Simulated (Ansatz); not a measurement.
System: B2CO (model structure, I-42d, No. 122, 8 atoms in the cell). Method: r²SCAN (Ansatz, a quantum-chemistry and plane-wave program, PAW).

Numerical settings: plane-wave cutoff 560 eV, 12×12×12 k mesh, Fermi–Dirac smearing 0.01 eV, scalar-relativistic PAW data made under PBE.

Cell (relaxed at this level):

Space group I-42d (No. 122); a = b = 3.707 Å, c = 7.471 Å, α = β = γ = 90.00°

```csv
atom,site,symmetry,x,y,z
C,4a,-4..,0.0000,0.0000,0.0000
O,4b,-4..,0.0000,0.0000,0.5000
B,8d,.2.,0.2289,0.2500,0.1250
```
(The calculation used a cell of 8 atoms; values per cell refer to that cell.)

Q: Estimate the band gap and smallest direct gap on the k points sampled that the calculation returns.

A: 
- band gap = 3.47 eV (indirect)
- smallest direct gap on the k points sampled = 4.19 eV

Note: the relaxation could raise the start's symmetry but not lower it, so the cell can be a saddle point.

The computed numbers hold no vibrational or temperature effects.

A model structure was made by putting elements into a prototype or built by hand; it is no filed structure, need not be a known phase, and can be a saddle point held by its symmetry.
